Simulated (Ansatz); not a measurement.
Start from CaAlSiH (space group P3m1, No. 156; a = 4.126 Å, c = 4.731 Å; a cell from a computed database, its experimental status unchecked).

Calculations: r2SCAN, PAW, 500 eV (Ansatz, an electronic-structure program; spin-orbit coupling left out).

Base values:

| Property | Result |
|---|---|
| Valley order | M (1/2, 0, 0) 0.64 eV; K (1/3, 1/3, 0) 1.15 eV; A (0, 0, 1/2) 1.78 eV; H (1/3, 1/3, 1/2) 1.86 eV |
| Lattice parameter a | 4.126 Å |

Now apply this change: a negative pressure, −1 GPa.

Problem. What does the calculation give for the valley order after the change?

Solution. The valley order (the lowest conduction-band minima on the path, energy above the VBM, named in the base's zone) changes from M (1/2, 0, 0) 0.64 eV; K (1/3, 1/3, 0) 1.15 eV; A (0, 0, 1/2) 1.78 eV; H (1/3, 1/3, 1/2) 1.86 eV to M (1/2, 0, 0) 0.67 eV; K (1/3, 1/3, 0) 1.21 eV; A (0, 0, 1/2) 1.85 eV; H (1/3, 1/3, 1/2) 1.85 eV.

Problem. What does the calculation give for the lattice parameter a after the change?

Solution. The lattice parameter a increases by 0.015 Å to 4.141 Å.

The levels and masses belong to the bands next to the band gap. Load acts through the strain it causes; cell and atoms are relaxed under it. Stability against distortions was not tested.
